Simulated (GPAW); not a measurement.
Band structure of NaF (Fm-3m, 2 atoms in the cell).

```
NaF
1.0
    0.00000     2.26738     2.26738
    2.26738     0.00000     2.26738
    2.26738     2.26738     0.00000
Na F
1 1
Direct
  0.00000   0.00000   0.00000
  0.50000   0.50000   0.50000
```

Computed with PBE, GPAW PAW datasets PBE (gpaw-data 1.0.1) (plane waves; GPAW).

Settings: mode = pw; ecut = 950 eV; xc = PBE; kpts = 10 10 10; mesh shift (steps) = 0 0 0; occupations.name = fermi-dirac; occupations.width = 0 eV; nbands = -6; convergence.forces = 0.001 eV/Å; convergence.bands = -4; symmetry.symmorphic = false; symmetry.tolerance = 0.0005; maxiter = 120; bandpath_npoints = 40.

The starting cell comes from a database of computed structures (which also holds hypothetical and non-ambient phases and stackings), without a prior relaxation at this level. Its lattice was rescaled by a random factor within 2.5 % of one.

**Question.** Predict the gap along the standard path and the places of the band edges.

**Answer.** The gap along the path is 6.70 eV, direct at Γ to within 0.01 eV.

Levels in eV from the top of the valence band on the SCF mesh, bands 4 to 11:
| point | 4 | 5 | 6 | 7 | 8 | 9 | 10 | 11 |
|---|---|---|---|---|---|---|---|---|
| Γ | -18.71 | 0.00 | 0.00 | 0.00 | 6.70 | 19.49 | 19.49 | 19.49 |
| X | -18.77 | -1.36 | -0.43 | -0.43 | 13.56 | 13.75 | 14.31 | 20.78 |
| W | -18.31 | -0.94 | -0.94 | -0.63 | 13.70 | 13.70 | 16.00 | 17.72 |
| K | -18.34 | -1.13 | -0.90 | -0.40 | 13.26 | 13.78 | 15.47 | 20.20 |
| L | -17.96 | -1.73 | -0.29 | -0.29 | 11.23 | 13.08 | 20.98 | 20.98 |
| U | -18.34 | -1.13 | -0.90 | -0.40 | 13.26 | 13.78 | 15.47 | 20.20 |
